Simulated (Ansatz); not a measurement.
Base system: TiC in the rock salt structure (space group Fm-3m, No. 225; a = 4.293 Å; relaxed with 0.1 eV smearing). Axes: x, y, z lie along the cube axes.

Level of theory: PBEsol, PAW, 420 eV (Ansatz, a quantum-chemistry and plane-wave program; spin-orbit coupling left out).

Base values:

* **Volume per atom**: 9.89 Å³

Now apply this change: biaxial strain −2.50 %, plane normal [001], relaxed out of plane (Cartesian); in-plane vectors clamped, the third vector and the atoms free.

Q: What happens to the volume per atom, in-plane stress and energy relative to the base?

A: The volume per atom decreases by 0.38 Å³ to 9.51 Å³; the mean in-plane stress (compression positive) amounts to +18.0 GPa; the energy goes up by 26 meV/atom.

Whether these cells are dynamically stable was not tested. The final runs are not spin-polarised.
